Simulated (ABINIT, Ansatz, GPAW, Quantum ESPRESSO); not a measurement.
CaMg2 (P-6m2, 6 atoms in the cell) computed with different codes at matched settings

Self-consistent single point.

```
CaMg2
1.0
    3.47284     0.00000     0.00000
   -1.73642     3.00757     0.00000
    0.00000     0.00000    16.63600
Ca Mg
2 4
Direct
  0.00000   0.00000   0.32739
  0.00000   0.00000   0.67261
  0.00000   0.00000   0.00000
  0.66667   0.33333   0.15500
  0.66667   0.33333   0.84500
  0.66667   0.33333   0.50000
```

All programs got the same cell, k-point mesh and kind of occupations (in Ansatz's words: kpoints.mp_grid.grid = 8 8 2; scf.occupations.method = fermi_dirac; scf.occupations.width = 0.1 eV); potentials, basis and cutoffs are each program's usual ones.

```json
[
 {"code": "GPAW", "model": "PBEsol, GPAW PAW datasets PBEsol (made by gpaw-setup)", "pressure (GPa)": "-0.42", "largest force (eV/Å)": "0.033", "cutoff": "800 eV"},
 {"code": "Quantum ESPRESSO", "model": "PBEsol, SSSP 1.1.2 efficiency (PBE) pseudopotentials", "pressure (GPa)": "-0.52", "largest force (eV/Å)": "0.029", "cutoff": "40 Ry"},
 {"code": "ABINIT", "model": "PBEsol, norm-conserving pseudopotentials (PseudoDojo nc-sr-04 PBEsol standard)", "pressure (GPa)": "-0.52", "largest force (eV/Å)": "0.018", "cutoff": "84 Ry"},
 {"code": "Ansatz", "model": "PBEsol, PAW files made with PBE", "pressure (GPa)": "-0.51", "largest force (eV/Å)": "0.024", "cutoff": "420 eV"}
]
```

Size of the force on each atom (eV/Å): Sizes of forces hide their directions.

| code | Ca1 | Ca2 | Mg3 | Mg4 | Mg5 | Mg6 |
|---|---|---|---|---|---|---|
| GPAW | 0.009 | 0.009 | 0.000 | 0.033 | 0.033 | 0.000 |
| Quantum ESPRESSO | 0.006 | 0.006 | 0.000 | 0.029 | 0.029 | 0.000 |
| ABINIT | 0.007 | 0.007 | 0.000 | 0.018 | 0.018 | 0.000 |
| Ansatz | 0.007 | 0.007 | 0.000 | 0.024 | 0.024 | 0.000 |

The spread over the programs that give each value: pressure within 0.10 GPa; largest force within 0.015 eV/Å.

The starting cell comes from a database of computed structures (which also holds hypothetical and non-ambient phases and stackings), without a prior relaxation at this level. Its lattice was rescaled by a random factor within 2.5 % of one.

Task: Why do the programs differ, and what cannot be compared?

Result: Differences of this kind can come from the potentials, where these differ, and from what each basis and cutoff leave unconverged. The valence holds different numbers of electrons (GPAW 60, Quantum ESPRESSO 28, ABINIT 60, Ansatz (an electronic-structure program) 60). The zero of total energies and Fermi levels follows the potentials and each program's conventions, so they are not compared here. Ansatz's pressure is given at a fixed set of plane waves, as the other plane-wave codes print theirs.

Left out of this page: CP2K (unsound by tests on forces, stress, charge or solver warnings); FLEUR (not drawn, or without a comparable value); SIESTA (failed or unconverged).

Keys are those of Ansatz 0.2.
